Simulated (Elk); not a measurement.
Input and output of a self-consistent single point for Sb (R-3m, 2 atoms in the cell) (Elk).

Method: LDA (PW92), all-electron FP-LAPW, Elk's shipped species files, APW+lo basis with extra local orbitals run with Elk 10.2.4.

```yaml
crystal:
  lattice:
    - [3.89204, -2.11944, 0.00000]
    - [3.89204, 2.11944, 0.00000]
    - [2.73789, 0.00000, 3.48483]
  atoms:
    - { symbol: Sb, position: [0.23350, 0.23350, 0.23350] }
    - { symbol: Sb, position: [0.76650, 0.76650, 0.76650] }
```

Reference input (self-consistent single point, DFT, PBE, all-electron FP-LAPW, Elk's shipped species files, APW+lo basis with extra local orbitals): xctype = 20; rgkmax = 7.5; swidth = 0.00367493 Ha; ngridk = 8 8 8; gmaxvr = 16 1/bohr; nxlo = 2; lorbcnd = true; lmaxi = 3; maxscl = 100. This run's input differs from it in these lines:

```diff
@@ -2,5 +2,2 @@
   0
-
-xctype
-  20
```

Output, abridged:

```
│ Self-consistent loop started │
│ Loop number : 1 │
 total energy                :     -12966.7477230
│ Loop number : 2 │
 total energy                :     -12966.6757295
RMS change in Kohn-Sham potential (target) :   0.6513811872E-01 (  0.1000000000E-05)
Absolute change in total energy (target)   :   0.7199350001E-01 (  0.1000000000E-03)
│ Loop number : 3 │
 total energy                :     -12965.0110518
RMS change in Kohn-Sham potential (target) :   0.5464912540E-01 (  0.1000000000E-05)
Absolute change in total energy (target)   :    1.682676133     (  0.1000000000E-03)
│ Loop number : 4 │
   [... lines left out ...]
Absolute change in total energy (target)   :   0.7247845224E-03 (  0.1000000000E-03)
│ Loop number : 13 │
 total energy                :     -12956.3605620
RMS change in Kohn-Sham potential (target) :   0.1013748858E-07 (  0.1000000000E-05)
Absolute change in total energy (target)   :   0.1774404791E-03 (  0.1000000000E-03)
│ Loop number : 14 │
 total energy                :     -12956.3605624
RMS change in Kohn-Sham potential (target) :   0.5333702281E-08 (  0.1000000000E-05)
Absolute change in total energy (target)   :   0.4396974509E-04 (  0.1000000000E-03)
Convergence targets achieved

│ Loop number : 15 │

Energies :
 Fermi                       :     0.257137515685
 total energy                :     -12956.3605624

Density of states at Fermi energy :    8.273103090
 (states/Hartree/unit cell)

Estimated indirect band gap :   0.1040862231E-01
 from k-point      5 to k-point     48
Estimated direct band gap   :   0.1386250736E-01
 at k-point      5

Charges :
 core                        :    72.00000000
 valence                     :    30.00000000
 interstitial                :    3.919389571
 muffin-tins (core leakage)
  species :    1 (Sb)
   atom    1                 :    49.04030521     (  0.8068033174E-03)
   atom    2                 :    49.04030521     (  0.8068033174E-03)
 total in muffin-tins        :    98.08061043
 total calculated charge     :    101.9953956
 total charge                :    102.0000000
 error                       :   0.4604381361E-02

│ Self-consistent loop stopped │
```

The run converged in 15 iterations. The count includes the last loop, which Elk runs after its targets are met. 

The starting cell has typed, rounded lattice constants, without a prior relaxation at this level. Its lattice was rescaled by a random factor within 2.5 % of one. Spin-orbit coupling is off. Values depend on the basis (sphere radii, cutoffs, local orbitals), which need not be converged. The log's line on a gap gives a spacing of levels on this mesh, which the program prints for metals too.
